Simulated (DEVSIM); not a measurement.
Structure: Cr/SiO2/p-GaSb capacitor, at 400 K.

Layer 1 from the left is SiO2, thickness (nm) 1.50. Layer 2 from the left is GaSb, thickness (nm) 1200, Na (cm⁻³) 2.7e17.

Metal gate on the left, work function 4.5 eV. Fixed charge at the semiconductor interface 0 cm⁻² (in units of +e); no interface traps.

Constants are typed, rounded textbook-type inputs, not results; the design itself was drawn at random and stands for no fabricated device. Values at 300 K; Nc and Nv go as T^1.5, mobilities as T to minus their exponent, the gap by Varshni's rule with the affinity fixed.

SiO2: gap (eV) 9, affinity (eV) 0.9, permittivity 3.9. GaSb: gap (eV) 0.726, affinity (eV) 4.06, permittivity 15.7, Nc (cm⁻³) 2.1e17, Nv (cm⁻³) 1.8e19, Varshni α (eV/K) 0.00042, Varshni β (K) 140.

DEVSIM, 1D Poisson equation in equilibrium, Boltzmann statistics, complete ionisation; no quantum confinement or tunnelling. Metal contacts follow the ideal Schottky-Mott rule: no Fermi-level pinning, no interface dipoles.

Question: What does the simulation give for the minimum of the low-frequency capacitance?

Answer: minimum of the low-frequency capacitance 0.262 μF/cm².
